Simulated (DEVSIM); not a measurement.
Structure: Pd/SiO2/p-GaSb capacitor, at 300 K.

| layer (left to right) | material | thickness (nm) | Na (cm⁻³) |
|---|---|---|---|
| 1 | SiO2 | 32.0 | - |
| 2 | GaSb | 800 | 5.6e17 |

Metal gate on the left, work function 5.2 eV. Fixed charge at the semiconductor interface 1.2e12 cm⁻² (in units of +e); interface traps 3.9e12 cm⁻² eV⁻¹, uniform in energy, neutral level at 0.3 of the gap above the valence band.

This is a model device: material constants are rounded textbook-type values typed into the input, and sizes, dopings and lifetimes were drawn at random. Values at 300 K; Nc and Nv go as T^1.5, mobilities as T to minus their exponent, the gap by Varshni's rule with the affinity fixed.

```
parameter         SiO2     GaSb
----------------  ----  -------
gap (eV)             9    0.726
affinity (eV)      0.9     4.06
permittivity       3.9     15.7
Nc (cm⁻³)            -   2.1e17
Nv (cm⁻³)            -   1.8e19
Varshni α (eV/K)     -  0.00042
Varshni β (K)        -      140
```

DEVSIM, 1D Poisson equation in equilibrium, Boltzmann statistics, complete ionisation; no quantum confinement or tunnelling. Metal contacts follow the ideal Schottky-Mott rule: no Fermi-level pinning, no interface dipoles.

Base results: flat-band voltage (V) -2.02.

Task: What follows from this one change: fixed charge 1.2e+12 → 3e+11 cm^-2?

Result: flat-band voltage -2.02 → -0.68 V.

Task: What follows from this one change: temperature 300 → 250 K?

Result: flat-band voltage -2.02 → -2.21 V.

Task: What follows from this one change: substrate doping 5.6e+17 → 2.8e+17 cm^-3?

Result: flat-band voltage -2.02 → -1.90 V.

Task: What follows from this one change: gate work function 5.2 → 5.05 eV?

Result: flat-band voltage -2.02 → -2.17 V.
